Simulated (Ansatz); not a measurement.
For AlZnInO4 (model structure, started from the InGaZnO4 type, R3m, No. 160, 7 atoms in the cell), PBEsol (Ansatz, a first-principles code, plane waves, PAW) gives:

- equilibrium lattice constant a = 3.256 Å
- c axis length = 25.616 Å
- bulk modulus = 179 GPa
- cohesive energy = 5.19 eV/atom
- band gap = 1.80 eV

Task: What does r²SCAN in Ansatz (plane waves, PAW) give for the same quantities?

Result: 
- lattice constant a: 3.253 Å (drops by 0.1 %)
- lattice parameter c: 25.600 Å (falls by 0.1 %)
- bulk modulus: 187 GPa (grows by 4.5 %)
- cohesive energy: 4.98 eV/atom (shrinks by 0.21 eV/atom)
- band gap: 2.41 eV (grows by 0.61 eV)

Changes are worked out from the printed values.

Unless a cell is named, each level is at its own relaxed cell (PBEsol 11.20, r²SCAN 11.17 Å³/atom).

Levels without +SOC leave out spin–orbit coupling, which shifts energies and cells of such heavy elements.

Levels without +SOC have no spin–orbit coupling; where heavier elements are present it shifts gaps, mostly down, and can invert bands. Density-functional gaps are differences of (generalised) Kohn–Sham levels.

Caveats: the bulk modulus is −V dP/dV from two relaxed cells at ±2 % in volume (PBEsol, r²SCAN). Ansatz's density-functional and Hartree–Fock values are scalar-relativistic unless marked +SOC, with PAW data made under PBE.

A model structure was made by putting elements into a prototype or built by hand; it is no filed structure, need not be a known phase, and can be a saddle point held by its symmetry.
